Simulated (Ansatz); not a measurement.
## Effect of pressure −1 GPa on InSb

Start from InSb in the zinc blende structure (space group F-43m, No. 216; a = 6.556 Å).

Modification: a negative pressure, −1 GPa.

Calculations: plane-wave PAW DFT at the r2SCAN level (Ansatz, a quantum-chemistry and plane-wave program, 500 eV), no spin-orbit coupling. k-mesh 12×12×12 (Γ-centred); smearing 0.05 eV (Fermi–Dirac).

- Density = 5.44 g/cm³ (base 5.58 g/cm³)
- Lattice parameter a = 12.490 bohr (base 12.389 bohr)
- Shortest interatomic distance = 5.408 bohr (base 5.365 bohr)
- Enthalpy H = E + PV relative to the base's energy = -0.22 eV/atom
- Band gap = zero (base zero)

Final structure:

```
InSb
1.0
    0.00000     3.30475     3.30475
    3.30475     0.00000     3.30475
    3.30475     3.30475     0.00000
Sb In
1 1
Direct
  0.75000   0.75000   0.75000
  0.00000   0.00000   0.00000
```

Spin-orbit coupling, missing from the scalar runs, can matter with Sb. Load acts through the strain it causes; cell and atoms are relaxed under it. Stability against distortions was not tested. All final runs are without spin polarisation. Gaps under 0.05 eV, about the width of the smearing, are given as zero. A zero or small gap of InSb can be the functional's error rather than a property of the material.
